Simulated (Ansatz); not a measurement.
Hypothetical bcc (W type) B: response to strain

Base system: B in the bcc (W type) structure (space group Im-3m, No. 229; a hypothetical phase, not in the database extracts checked; relaxed with 0.1 eV smearing).

```
B
1.0
   -1.15376     1.15376     1.15376
    1.15376    -1.15376     1.15376
    1.15376     1.15376    -1.15376
B
1
Direct
  0.00000   0.00000   0.00000
```

Cartesian axes are those of the cell as printed.

Strains are applied to the cell and any free atomic positions relax; under biaxial strain the out-of-plane vector relaxes too.

Method: PBE in Ansatz (plane waves to 420 eV, PAW, scalar-relativistic without spin-orbit coupling).

Notes on the quantities. pressure: mean of the normal stresses, compression positive; energy relative to the base: free energy F.

```json
[
 {"case": "base", "pressure": "0.0 GPa", "volume per atom": "6.14 Å³", "energy relative to the base": "0 meV/atom", "space group": "Im-3m (No. 229)"},
 {"case": "biaxial strain +3.05 %, plane normal [001], relaxed out of plane", "pressure": "65.3 GPa", "volume per atom": "5.03 Å³", "energy relative to the base": "-0.282 eV/atom", "space group": "I4/mmm (No. 139)"},
 {"case": "biaxial strain −2.10 %, plane normal [110], relaxed out of plane", "pressure": "-32.7 GPa", "volume per atom": "8.98 Å³", "energy relative to the base": "-200 meV/atom", "space group": "Fmmm (No. 69)"},
 {"case": "isotropic strain −3.76 %", "pressure": "33.4 GPa", "volume per atom": "5.48 Å³", "energy relative to the base": "+63 meV/atom", "space group": "Im-3m (No. 229)"},
 {"case": "isotropic strain −2.00 %", "pressure": "15.8 GPa", "volume per atom": "5.78 Å³", "energy relative to the base": "+17 meV/atom", "space group": "Im-3m (No. 229)"},
 {"case": "uniaxial strain ε_yy = +5.27 %", "pressure": "-11.2 GPa", "volume per atom": "6.47 Å³", "energy relative to the base": "-12 meV/atom", "space group": "I4/mmm (No. 139)"},
 {"case": "tensor shear ε_yz = −0.56 %", "pressure": "0.1 GPa", "volume per atom": "6.14 Å³", "energy relative to the base": "-0.3 meV/atom", "space group": "Fmmm (No. 69)"}
]
```

No phonon test of stability was made. Under biaxial strain +3.05 %, plane normal [001], relaxed out of plane, biaxial strain −2.10 %, plane normal [110], relaxed out of plane and uniaxial strain ε_yy = +5.27 % and more the cell ends below the base's energy or with stress of the wrong sign: the atoms slid into a distortion or the cell is elastically unstable, so the base is not a stable minimum at this level.

Ansatz is an electronic-structure program.
